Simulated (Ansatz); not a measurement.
The parent structure is Al2O3 in the corundum structure (space group R-3c, No. 167; a = 4.8080 Å, c = 13.1216 Å (hexagonal axes)).

Calculations: plane-wave PAW DFT at the PBE level (Ansatz, a first-principles code, 420 eV), no spin-orbit coupling, earlier PAW set.

For the base:

| Quantity | Value |
|---|---|
| Band gap | 5.86 eV |
| Valence-band top at Γ | 0.00, -0.03, -0.03 eV |
| Electron mass | 0.38 mₑ along c, 0.37 mₑ across (at Γ) |
| Volume per atom | 8.76 Å³ |

Modification: a hydrostatic pressure of 0.9 GPa.

What happens to the band gap, valence-band top at Γ, electron mass and volume per atom?

The band gap rises by 0.05 eV (5.86 eV → 5.91 eV); the valence-band top at Γ (three highest levels, from the VBM) is still 0.00, -0.03, -0.03 eV; the electron mass goes from 0.38 mₑ along c, 0.37 mₑ across (at Γ) to 0.39 mₑ along c, 0.37 mₑ across (at Γ); the volume per atom decreases by 0.034 Å³ to 8.72 Å³.

Load acts through the strain it causes; cell and atoms are relaxed under it. Masses are band curvatures over ±0.01 Å⁻¹ around the edge. Stability against distortions was not tested.
